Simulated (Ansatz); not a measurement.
How the band gap of fluorite HfO₂ (high-temperature phase) moves with the method

No measured value is used here.

```csv
level (code),value (eV),cell (Å³/atom)
LDA (Ansatz),3.67,10.42
PBE (Ansatz),3.75,11.04
PBE-D3(BJ) (Ansatz),3.78,10.88
rVV10 (Ansatz),3.64,11.18
r²SCAN (Ansatz),4.30,10.79
PBE0 (Ansatz),?,10.78
r²SCAN0 (Ansatz),?,10.65
Hartree–Fock (Ansatz),13.91,11.00
```

Task: Some entries are withheld; supply them.

Result: 
- PBE0 (Ansatz, a first-principles code), value (eV): 6.16
- r²SCAN0 (Ansatz), value (eV): 6.54

Published values of wave-function and many-body methods: 6.03 eV (published QSGW value; Sklénard et al. (2018), arXiv:1811.02362).

Computed values are for a static lattice. Levels without +SOC have no spin–orbit coupling; where heavier elements are present it shifts gaps, mostly down, and can invert bands.  LDA, PBE, PBE-D3(BJ), rVV10, r²SCAN, PBE0, r²SCAN0, Hartree–Fock: symmetry holds this phase in the static calculation, where it need not be a minimum. PBE-D3(BJ), rVV10: the gap is read on the k mesh or supercell of the run alone and can be too large. Each level is taken at its own relaxed cell. Cutoffs and k meshes differ between the levels. Ansatz's density-functional and Hartree–Fock values are scalar-relativistic unless marked +SOC, with PAW data made under PBE.
